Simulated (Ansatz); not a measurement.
# Response to strain in hypothetical Pn-3m Mg2C

Base system: Mg$_{2}$C (space group Pn-3m, No. 224; a = 4.839 Å; a hypothetical phase, not in the database extracts checked). Axes: x, y, z lie along the cube axes.

Strains are applied to the cell and any free atomic positions relax.

Levels (all Ansatz, a quantum-chemistry and plane-wave program, PAW): PBE (420 eV, no SOC); PBEsol (420 eV, scalar-relativistic without spin-orbit coupling).

The base cell above is that of PBE; each level relaxes its own structures.

Notes on the quantities. energy relative to the base: free energy F.

```csv
case,"energy relative to the base, PBE","energy relative to the base, PBEsol"
isotropic strain −1.20 %,+4.6 meV/atom,+4.6 meV/atom
isotropic strain +3.34 %,+31 meV/atom,+32 meV/atom
uniaxial strain ε_yy = −1.20 %,+0.5 meV/atom,+0.5 meV/atom
uniaxial strain ε_yy = +3.31 %,+3.6 meV/atom,+3.6 meV/atom
uniaxial strain ε_zz = +1.24 %,+0.5 meV/atom,+0.5 meV/atom
uniaxial strain ε_zz = +1.81 %,+1.1 meV/atom,+1.1 meV/atom
"strain tensor (xx, yy, zz, yz, xz, xy) = (−1.56, −0.51, −0.41, −0.31, −0.32, +1.70) %",+4.3 meV/atom,+4.3 meV/atom
```

The two levels differ by at most about 0.7 meV/atom. They put the cases in the same order.

The mesh was chosen for an insulator and is coarse for the gapless case. No phonon test of stability was made. The final runs are not spin-polarised.
